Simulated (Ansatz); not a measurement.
Input and output of a relaxation of cell and atoms for CoAl (Pm-3m, 2 atoms in the cell) (Ansatz, a quantum-chemistry and plane-wave program).

Method of the run: PBEsol, PAW files made with PBE (plane waves; Ansatz).

The change in words: atoms on their sites; basis.ecutwfc: 420 eV → 210 eV; relax: default → cell and atoms. Reference geometry:
```
CELL_PARAMETERS angstrom
      2.85142     0.00000     0.00000
      0.00000     2.85142     0.00000
      0.00000     0.00000     2.85142
ATOMIC_POSITIONS crystal
  Al 0.50000 0.50000 0.51753
  Co 0.00000 0.00000 0.00000
```

Reference input (self-consistent single point, DFT, PBEsol, plane waves, PAW files made with PBE): basis.ecutwfc = 420 eV; kpoints.mp_grid.grid = 12 12 12; hamiltonian.xc = pbesol; hamiltonian.pseudopotentials = {kind: paw} (the program's default PAW files); scf.occupations.method = gaussian; scf.occupations.width = 0.1 eV. This run's input differs from it in these lines:

Ansatz 0.2 input:
```diff
@@ -7,6 +7,6 @@
   atoms:
-    - { symbol: Al, position: [0.500000, 0.500000, 0.517535] }
+    - { symbol: Al, position: [0.500000, 0.500000, 0.500000] }
     - { symbol: Co, position: [0.000000, 0.000000, 0.000000] }
 basis:
-  ecutwfc: 420.0 eV
+  ecutwfc: 210.0 eV
 kpoints:
@@ -18,2 +18,4 @@
   occupations: { method: gaussian, width: 0.1 eV }
+relax:
+  cell: {}
 output:
```

The program printed (abridged):

```
   [... SCF lines of the steps left out ...]
relax step   1: F+E_penalty+E_count = -5610.60502325 eV  Δ(F+E_penalty+E_count) = +0.000e0 eV  max|allowed force component| = 2.013e-31 eV/Å  Δτ_max = 0.0000 Å  P = +1.805 GPa  Ω = 23.184 Å³  (7 SCF iters, dr2 threshold 1.00e-7 eV, accepted)
relax step   2: F+E_penalty+E_count = -5610.36835277 eV  Δ(F+E_penalty+E_count) = +2.367e-1 eV  max|allowed force component| = 4.930e-32 eV/Å  Δτ_max = 0.0000 Å  P = -5.271 GPa  Ω = 23.320 Å³  energy of the carried Pulay correction = -2.352e-1 eV  [...]
   [... lines left out ...]
relax step 119: F+E_penalty+E_count = -5610.60577443 eV  Δ(F+E_penalty+E_count) = +5.350e-3 eV  max|allowed force component| = 6.574e-32 eV/Å  Δτ_max = 0.0000 Å  P = -0.000 GPa  Ω = 23.365 Å³  energy of the carried Pulay correction = -5.351e-3 eV  [...]
relax step 120: F+E_penalty+E_count = -5610.63757160 eV  Δ(F+E_penalty+E_count) = -3.180e-2 eV  max|allowed force component| = 8.217e-32 eV/Å  Δτ_max = 0.0000 Å  P = -0.055 GPa  Ω = 23.365 Å³  stress off target by 5.45e-2 GPa  SCF on the basis [...]
basis re-selected at this cell: Δ(F+E_penalty+E_count) = -3.180e-2 eV, ΔP = -0.054 GPa vs the last step
   [... lines left out ...]
Free energy (F): -5610.637572 eV
Fermi energy:    13.915828 eV
Error: variable-cell relaxation did not converge after 120 `relax_step` rows, as none of its last 56 fresh-basis SCF(s) at a relaxed cell met both thresholds with a finite energy. The last misses `relax.cell.stress_tol`: largest allowed force component 8.22e-32 eV/Å (`relax.f_tol` 1.00e-2 eV/Å), stress off the target on the free part of the cell 5.45e-2 GPa (`relax.cell.stress_tol` 5.00e-2 GPa), F+E_penalty+E_count -5610.63757160 eV. The closest is row 60, whose structure comes with this error. Larger ratio of force or stress to its threshold at each such SCF whose figures are numbers: 35.150, 16.366, 18.214, 16.818, 2.115, 2.295, 2.391, 2.517, 2.648, 2.786, 2.930, 3.080, 1.200, [...]
   [... lines left out ...]
to start a new deck from the relaxed geometry:
  cell:  # Å, volume = 23.3650 Å³
    - [2.858831696303425, -4.203066254284149e-33, -2.1813413569339025e-33]
    - [-4.074670924658334e-33, 2.858831696303425, 6.419766481290786e-34]
    - [-2.1813413569339025e-33, 6.419766481290786e-34, 2.858831696303425]
  atoms:
    - { symbol: Al, position: [0.49999999999999994, 0.49999999999999994, 0.49999999999999994] }
    - { symbol: Co, position: [-3.919352524168835e-48, 1.2399514104084837e-48, -2.6245664224344877e-49] }
```

The relaxation ended unconverged.  The full log also holds: “iter 5 did not close the SCF: its close was put off for the readings that it lacked (scf_convergence_deferred on its scf_iter line)”. The full log also holds: “iter 3 did not close the SCF: its close was put off for the readings that it lacked (scf_convergence_deferred on its scf_iter line)”.

The starting cell has typed, rounded lattice constants, without a prior relaxation at this level. Its lattice was rescaled by up to half a per cent. The cutoff lies below the one recommended for these files.

Cost on one core of a shared machine: roughly 2 min.
